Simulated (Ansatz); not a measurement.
Input and output of a self-consistent single point for Ca3Cu2O6 (Cm, 11 atoms in the cell) (Ansatz, a quantum-chemistry and plane-wave program).

Method: LDA (PW92), default PAW files made with PBE (plane waves; Ansatz).

```xyz
11
Lattice="6.2559 -1.8404 0.0000 6.2559 1.8404 0.0000 -1.8337 0.0000 6.4799" Properties=species:S:1:pos:R:3 pbc="T T T"
Ca    10.2180     0.0000     1.1680
Ca     9.3203     0.0000     4.2797
Ca     0.3401     0.0000     5.3598
Cu     6.3150     0.0000     0.1031
Cu     5.5116     0.0000     3.2000
O     10.5591     0.0000     6.3152
O     11.4598     0.0000     3.3274
O      3.7044     0.0000     2.6985
O      2.6207     0.0000     6.0475
O      8.1174     0.0000     0.2956
O      7.1425     0.0000     3.9812
```

Reference input (self-consistent single point, DFT, LDA (PW92), plane waves, default PAW files made with PBE): basis.ecutwfc = 420 eV; kpoints.mp_grid.grid = 6 6 4; hamiltonian.xc = lda; hamiltonian.pseudopotentials = {kind: paw} (the program's default PAW files); scf.occupations.method = methfessel_paxton; scf.occupations.width = 0.2 eV. This run's input differs from it in these lines:

Ansatz 0.2 input:
```diff
@@ -18,3 +18,3 @@
 basis:
-  ecutwfc: 420.0
+  ecutwfc: 545.0
 kpoints:
```

The program printed (abridged):

```
SCF iter   1: F=—  HF=-21766.161483 eV  |F-HF|=—  |Δ(HF+E_count)|=         —  Δρ=2.11e-2  dr2=5.18e-1  ethr=1.77e-3  ⟨swp⟩=8.4  Hψ=12734  notcnv=0  defer=9
all-band conjugate gradients solve this SCF's bands
preconditioner: auto → LDOS
SCF iter   2: F=—  HF=-21766.126825 eV  |F-HF|=—  |Δ(HF+E_count)|=   3.47e-2  S|Δr|=    0.00e0  Δρ=2.05e-2  dr2=3.31e-1  ethr=4.99e-4  ⟨swp⟩=2.0  Hψ=6176  notcnv=0  defer=215
   [... lines left out ...]
SCF iter  11: F=—  HF=-21766.022948 eV  |F-HF|=—  |Δ(HF+E_count)|=   5.48e-7  S|Δr|=    0.00e0  Δρ=2.13e-5  dr2=8.57e-7  ethr=4.57e-9  ⟨swp⟩=2.3  Hψ=3786  notcnv=0  defer=30
SCF iter  12: F=—  HF=-21766.022948 eV  |F-HF|=—  |Δ(HF+E_count)|=   1.31e-7  S|Δr|=    0.00e0  Δρ=1.04e-5  dr2=1.70e-7  ethr=8.24e-10  ⟨swp⟩=2.1  Hψ=4647  notcnv=0  defer=30
SCF iter  13: F=-21766.022948 eV  HF=-21766.022948 eV  |F-HF|=5.15e-8  |Δ(HF+E_count)|=   2.08e-8  S|Δr|=    0.00e0  Δρ=6.46e-6  dr2=4.95e-8  ethr=9.62e-11  ⟨swp⟩=11.4  Hψ=12253  notcnv=0
SCF 1 converged in 13 iterations: F = -21766.022948 eV  dr2 = 4.95e-8
Stability not checked (fill_not_monotonic)
Free energy (F): -21766.022948 eV
Internal energy: -21766.020939 eV  (E = F + TS)
E sigma→0 (E₀):  -21766.022445 eV
Entropy (-TS):   -0.002008 eV (-0.183 meV/atom)
Fermi energy:    6.515019 eV
--- Forces (eV/Å), atoms counted from 1 ---
  atom   1  Ca     0.08892214     0.00000000    -0.01566573
  atom   2  Ca     0.17570625    -0.00000000     0.06043130
  atom   3  Ca    -0.02569320    -0.00000000     0.02500801
  atom   4  Cu    -0.31395302     0.00000000    -0.38328221
   [... lines left out ...]
  atom  11  O     -0.44338554     0.00000000     0.09906203
--- Stress (GPa, compression-positive) ---
       -9.141371       0.000000      -0.824137
        0.000000      -7.563441       0.000000
       -0.824134       0.000000      -6.272429
  P = ⅓ Tr σ = -7.6591 GPa (-76.591 kbar)
  The stress holds the Pulay correction. Without it, at fixed plane waves, as pw.x and ABINIT print it: P = -7.6674 GPa
```

The run converged in 13 iterations. Against the reference run the free energy drops by 5.3 meV/atom, the pressure hardly changes (-7.67 to -7.66 GPa) and the largest force moves little (0.519 to 0.517 eV/Å).

The starting cell comes from a database of computed structures (which also holds hypothetical and non-ambient phases and stackings), without a prior relaxation at this level. Its lattice was rescaled by a random factor within 2.5 % of one. Spin polarisation is off, so a magnetic state, if there is one, cannot be reached. Ansatz's pressure includes its estimate of the finite-basis (Pulay) stress. The run gives no clean gap (levels at the Fermi energy touch, overlap or are partly filled at this smearing), which alone does not show that the compound is a metal.

Cost on one core of a shared machine: roughly 50 s.
